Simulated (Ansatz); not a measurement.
The starting structures come from a database of crystals and need not be the phases stable at ambient conditions.

By PBEsol, the system below comes out a metal.

Without scattering a metal conducts by its projected Fermi surface.

```xyz
8
Lattice="3.4509 0.0000 0.0000 0.0000 5.3296 0.0000 0.0000 0.0000 5.7707" Properties=species:S:1:pos:R:3 pbc="T T T"
Ni     2.5882     2.6944     3.9860
Ni     0.8627     2.6353     1.7847
Ni     0.8627     5.3001     1.1007
Ni     2.5882     0.0295     4.6701
Ge     2.5882     3.6756     0.5019
Ge     0.8627     1.6540     5.2688
Ge     0.8627     4.3188     3.3873
Ge     2.5882     1.0108     2.3834
```

The cell is taken as given; by PBEsol it stands under a pressure of -1.7 GPa.

The current flows along the normal of the first two printed cell vectors. No spin-orbit coupling; the value is a mean over 0.1 eV about the Fermi level.

Question: Compute, with PBEsol (Ansatz, a quantum-chemistry and plane-wave program), the ballistic conductance per area.

Answer: 0.46 × 10¹⁵ S/m² for both spins.
